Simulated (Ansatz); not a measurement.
HfO$_{2}$ (space group Pca2_1, No. 29)

Space group Pca2₁ (No. 29); a = 5.229 Å, b = 5.018 Å, c = 5.042 Å, α = β = γ = 90.00°

```json
[
 {"atom": "Hf", "site": "4a", "symmetry": "1", "x": "0.0329", "y": "0.2676", "z": "0.2474"},
 {"atom": "O", "site": "4a", "symmetry": "1", "x": "0.3680", "y": "0.0717", "z": "0.1098"},
 {"atom": "O", "site": "4a", "symmetry": "1", "x": "0.2660", "y": "0.5403", "z": "0.4989"}
]
```

All numbers come from PBEsol/PAW in Ansatz (a quantum-chemistry and plane-wave program), spin-orbit coupling left out, earlier PAW set. Γ-centred 5×6×5 mesh, Fermi–Dirac width 0.05 eV.

```json
{
 "volume_per_atom": "11.03 Å³",
 "density": "10.57 g/cm³",
 "band_gap": "4.36 eV, indirect, Γ → k = (0.200, -1/2, 0.400) in the run's primitive reciprocal basis",
 "total_energy": "-5575.335 eV/atom (σ→0; compares only within this code and set-up)"
}
```

Spin-orbit coupling, missing from the scalar runs, can matter with Hf. Whether these cells are dynamically stable was not tested. This is not the structure that HfO2 has at room temperature and ambient pressure.
